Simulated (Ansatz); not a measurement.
ScAl2 (model structure, started from the MoSi2 type, I4/mmm, No. 139, 3 atoms in the cell): properties by level of theory

```tsv
level (code)	lattice parameter a (Å)	lattice parameter c (Å)	cohesive energy (eV/atom)
LDA (Ansatz)	3.084	11.028	4.58
PBE (Ansatz)	3.157	11.176	3.92
PBEsol (Ansatz)	3.122	11.109	4.32
r²SCAN (Ansatz)	3.142	11.100	4.00
```

Ansatz's density-functional and Hartree–Fock values are scalar-relativistic unless marked +SOC, with PAW data made under PBE.

The crystal itself was run without spin with LDA, PBE, PBEsol, r²SCAN; a magnetic state was not tried in these runs.

Free atoms are spin-polarised, in the lowest state found; at levels without +SOC their spin–orbit coupling is left out.

Static lattice: no zero-point or thermal effects.

A model structure was made by putting elements into a prototype or built by hand; it is no filed structure, need not be a known phase, and can be a saddle point held by its symmetry.

Ansatz is a program for electronic structure.
